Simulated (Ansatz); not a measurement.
The reference is PdGe in the rock salt structure (space group Fm-3m, No. 225; a hypothetical phase, not in the database extracts checked).

```yaml
crystal:
  lattice:
    - [0.00000, 2.56413, 2.56413]
    - [2.56413, 0.00000, 2.56413]
    - [2.56413, 2.56413, 0.00000]
  atoms:
    - { symbol: Ge, position: [0.00000, 0.00000, 0.00000] }
    - { symbol: Pd, position: [0.50000, 0.50000, 0.50000] }
```

Levels (all Ansatz, an electronic-structure program, PAW): PBEsol (420 eV, scalar-relativistic without spin-orbit coupling); r2SCAN (500 eV, scalar-relativistic without spin-orbit coupling).

The geometry is relaxed with PBEsol.

| Quantity | Value |
|---|---|
| PBEsol pressure | 0.0 GPa |

With r2SCAN at the same geometry, the pressure goes from zero to 2.8 GPa.

Single points use the geometry relaxed with PBEsol. Their cutoffs differ, which shifts pressures a little. Stability against distortions was not tested. All final runs are without spin polarisation.
